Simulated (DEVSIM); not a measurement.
Structure: Mo/SiO2/n-GaAs capacitor, at 400 K.

| layer (left to right) | material | thickness (nm) | Nd (cm⁻³) |
|---|---|---|---|
| 1 | SiO2 | 1.60 | - |
| 2 | GaAs | 2600 | 1.3e16 |

Metal gate on the left, work function 4.6 eV. Fixed charge at the semiconductor interface 2.8e10 cm⁻² (in units of +e); no interface traps.

The device is made up for the run: typed textbook-type constants, with dimensions and the other settings drawn at random. Values at 300 K; Nc and Nv go as T^1.5, mobilities as T to minus their exponent, the gap by Varshni's rule with the affinity fixed.

```tsv
parameter	SiO2	GaAs
gap (eV)	9	1.424
affinity (eV)	0.9	4.07
permittivity	3.9	12.9
Nc (cm⁻³)	-	4.7e17
Nv (cm⁻³)	-	9e18
Varshni α (eV/K)	-	0.000541
Varshni β (K)	-	204
```

Model (solved in DEVSIM): 1D Poisson equation in equilibrium, Boltzmann statistics, complete ionisation; no quantum confinement or tunnelling. Metal contacts follow the ideal Schottky-Mott rule: no Fermi-level pinning, no interface dipoles.

Question: Tabulate band edges, carrier densities and field at -0.4 V on the gate.

Answer: Energies count from the Fermi level of the right contact; mesh points crowd at the junctions.

| x (μm) | Ec (eV) | Ev (eV) | n (cm⁻³) | p (cm⁻³) | field (V/cm) |
|---|---|---|---|---|---|
| 0.000 | 4.100 | -4.900 | < 1e2 | < 1e2 | -180000 |
| 0.0006816 | 4.088 | -4.912 | < 1e2 | < 1e2 | -180000 |
| 0.001288 | 4.076 | -4.924 | < 1e2 | < 1e2 | -180000 |
| 0.002124 | 0.898 | -0.479 | 3500000 | 1.3e13 | -51000 |
| 0.004645 | 0.885 | -0.492 | 5100000 | 8.7e12 | -51000 |
| 0.008719 | 0.865 | -0.513 | 9300000 | 4.8e12 | -50000 |
| 0.01674 | 0.825 | -0.552 | 2.9e7 | 1.5e12 | -49000 |
| 0.04112 | 0.711 | -0.666 | 7.9e8 | 5.6e10 | -44000 |
| 0.08329 | 0.541 | -0.837 | 1.1e11 | 4.0e8 | -37000 |
| 0.1636 | 0.305 | -1.072 | 1.0e14 | 430000 | -22000 |
| 0.3216 | 0.148 | -1.230 | 1.0e16 | 4500 | -2000 |
| 0.8019 | 0.139 | -1.239 | 1.3e16 | 3400 | ≈ 0 |
| 1.504 | 0.139 | -1.239 | 1.3e16 | 3400 | ≈ 0 |
| 2.063 | 0.139 | -1.239 | 1.3e16 | 3400 | ≈ 0 |
| 2.387 | 0.139 | -1.239 | 1.3e16 | 3400 | ≈ 0 |
| 2.493 | 0.139 | -1.239 | 1.3e16 | 3400 | ≈ 0 |
| 2.547 | 0.139 | -1.239 | 1.3e16 | 3400 | ≈ 0 |
| 2.574 | 0.139 | -1.239 | 1.3e16 | 3400 | ≈ 0 |
| 2.591 | 0.139 | -1.239 | 1.3e16 | 3400 | ≈ 0 |
| 2.597 | 0.139 | -1.239 | 1.3e16 | 3400 | ≈ 0 |
| 2.600 | 0.139 | -1.239 | 1.3e16 | 3400 | ≈ 0 |
| 2.602 | 0.139 | -1.239 | 1.3e16 | 3400 | ≈ 0 |
